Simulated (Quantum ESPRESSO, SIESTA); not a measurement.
A SIESTA input for a self-consistent single point of YMg3 (P-6m2, 4 atoms in the cell) (DFT, GGA PBEsol, numerical atomic orbitals TZP, PseudoDojo PBEsol standard norm-conserving potentials (rewritten from UPF to PSML)):

```
# files in the folder: Y.psml Mg.psml (PseudoDojo PBEsol standard)
SystemName  YMg3
SystemLabel YMg3

NumberOfAtoms                4
NumberOfSpecies              2
%block ChemicalSpeciesLabel
  1 39 Y
  2 12 Mg
%endblock ChemicalSpeciesLabel
LatticeConstant              1.0 Ang
%block LatticeVectors
     3.307990000    0.000000000    0.000000000
    -1.653995000    2.864803000    0.000000000
     0.000000000    0.000000000   10.932290000
%endblock LatticeVectors
AtomicCoordinatesFormat      ScaledCartesian
%block AtomicCoordinatesAndAtomicSpecies
     1.653996654    0.954933378    5.466145000  1
     1.653996654    0.954933378    0.000000000  2
    -0.000001654    1.909869622    2.646926055  2
    -0.000001654    1.909869622    8.285363945  2
%endblock AtomicCoordinatesAndAtomicSpecies

XC.functional                GGA
XC.authors                   PBEsol
PAO.BasisSize                TZP
PAO.EnergyShift              0.005 Ry
MeshCutoff                   400 Ry
%block kgrid.MonkhorstPack
   12   0   0  0.0
    0  12   0  0.0
    0   0   4  0.0
%endblock kgrid.MonkhorstPack
OccupationFunction           MP
OccupationMPOrder            0
ElectronicTemperature        1160.45 K

MaxSCFIterations             150
SCF.Mixer.Method             Pulay
SCF.Mixer.Weight             0.25
SCF.Mixer.History            8
SCF.DM.Tolerance             1.0E-04
Diag.ParallelOverK           true
WriteForces                  true
Charge.Mulliken              end
```

Give the Quantum ESPRESSO input for the same structure, mesh, smearing and functional.

One input that does it (others would too):

```fortran
&control
  calculation = 'scf'
  prefix = 'pwscf'
  outdir = './out'
  pseudo_dir = './'
  tprnfor = .true.
  tstress = .true.
/
&system
  ibrav = 4
  celldm(1) = 6.251194713
  celldm(3) = 3.30481371358
  nat = 4
  ntyp = 2
  ecutwfc = 50
  ecutrho = 400
  occupations = 'smearing'
  smearing = 'gaussian'
  degauss = 0.0073499
  input_dft = 'pbesol'
/
&electrons
  conv_thr = 1.0d-9
  mixing_beta = 0.3
/
ATOMIC_SPECIES
Y     88.9058  Y_pbe_v1.uspp.F.UPF
Mg    24.3050  mg_pbe_v1.4.uspp.F.UPF
ATOMIC_POSITIONS crystal
Y     0.666666667    0.333333333    0.500000000
Mg    0.666666667    0.333333333    0.000000000
Mg    0.333333333    0.666666667    0.242120000
Mg    0.333333333    0.666666667    0.757880000
K_POINTS automatic
12 12 4  0 0 0
```

Basis, cutoffs, solver keys and any potentials are the target program's own. This input uses DFT, PBEsol, plane waves, SSSP 1.1.2 precision (PBE) pseudopotentials.

The starting cell comes from a database of computed structures (which also holds hypothetical and non-ambient phases and stackings), without a prior relaxation at this level.
